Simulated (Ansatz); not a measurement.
SnAs (Fm-3m), PBEsol, DFPT electron-phonon coupling, linearised Boltzmann equation (Ansatz, a quantum-chemistry and plane-wave program): phonon-limited resistivity 7.79 μΩ·cm at 300 K, 10.5 μΩ·cm at 400 K, current-weighted mean free path 12.4 nm, Drude plasma energy 8.75 eV.

Problem. Estimate the resistivity of a 80 nm square wire with diffuse walls from ρ ≈ ρ₀(1 + 3ℓ/4d).

Solution. 1 + 0.75 × 12.4/80 = 1.12, so ρ ≈ 8.70 μΩ·cm and a line 1 μm long has 13.6 Ω. The formula is the free-electron limit for d well above ℓ; grain boundaries add to it.

Problem. What Drude relaxation time do resistivity and plasma energy imply?

Solution. ω_p = 1.33e16 s⁻¹, so τ = 1/(ε₀ ω_p² ρ) = 8.20 fs, a damping ħ/τ of 80.2 meV.

Problem. What is the classical skin depth at 1 GHz (nonmagnetic, μ₀ = 1.257×10⁻⁶ H/m)?

Solution. δ = √(ρ/(π f μ₀)) = 4440 nm.

A metal at this level (no band gap). Only scattering by harmonic phonons is included (no impurities, grain boundaries, electron-electron scattering or thermal expansion). Spin-orbit coupling is left out. The squared frequency of the phonon mode least converged on the k mesh is uncertain by about 14 %. Halving the electron mesh (24x24x24) moves the resistivity by up to 10 % at 300 K, the mean free path by up to 5 %. Smearing 0.20 eV; phonons on a 4x4x4 q mesh, which this run doesn't test.

Formula and space group known from diffraction (Crystallography Open Database), not checked to be the room-temperature form: SnAs (Fm-3m).
